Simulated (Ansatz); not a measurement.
AlB2-type TiB2 was calculated with PBE (plane waves, PAW; Ansatz, a first-principles code).

Numerical settings: plane-wave cutoff 520 eV, 24×24×20 k mesh (along the axes of the cell as run), Fermi–Dirac smearing 0.054 eV (set by the program), no spin polarisation, scalar-relativistic PAW data made under PBE.

Computed at the level's own relaxed cell.

Hill averages of the elastic tensor: K = 252.8 GPa, G = 257.3 GPa. Volume 8.556 Å³/atom, mean atomic mass 23.163 u.

**Question.** Work out the density, the sound velocities of a polycrystal and the elastic Debye temperature, and Pugh's ratio at this level.

**Answer.** ρ = 1.66054 × 23.163/8.556 = 4.495 g/cm³. v_l = √[(K + 4G/3)/ρ] = 11.514 km/s and v_t = √(G/ρ) = 7.566 km/s. The mean follows from 3/v_m³ = 1/v_l³ + 2/v_t³: v_m = 8.286 km/s. Θ_D = (ħ/k_B) v_m (6π²/V)^(1/3) = 76.38 K Å s/km × 8.286 × 1.9057 Å⁻¹ = 1206 K, counting all atoms of the cell. K/G = 0.98, to be set beside Pugh's rough bound of 1.75 between brittle and ductile metals.
